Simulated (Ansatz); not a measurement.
Base system: PbClF (space group P4/nmm, No. 129; a = 4.0684 Å, c = 7.1929 Å).

Perturbation: every lattice vector is stretched by 0.53 %; the atoms relax in the strained cell.

Calculations: plane-wave PAW DFT at the PBEsol level (Ansatz, a quantum-chemistry and plane-wave program, 420 eV), no spin-orbit coupling.

Base, band edges from the VBM (valence, conduction): A -1.07, 5.12; M -0.51, 5.09; R -0.11, 4.16; X -0.08, 4.38; Z -0.01, 3.35; Γ -0.26, 4.42 eV.

Task: Give the band edges at the high-symmetry points of the new zone, measured from its valence-band maximum.

Result: 
```csv
point,valence edge (eV),conduction edge (eV)
Γ,-0.27,4.36
X,-0.09,4.36
M,-0.49,5.06
Z,0.00,3.33
R,-0.12,4.14
A,-1.03,5.08
```

The gap is 3.33 eV, direct at Z.

Spin-orbit coupling, missing from the scalar runs, can matter with Pb. Gaps are read on the SCF mesh and a high-symmetry path. Stability against distortions was not tested.
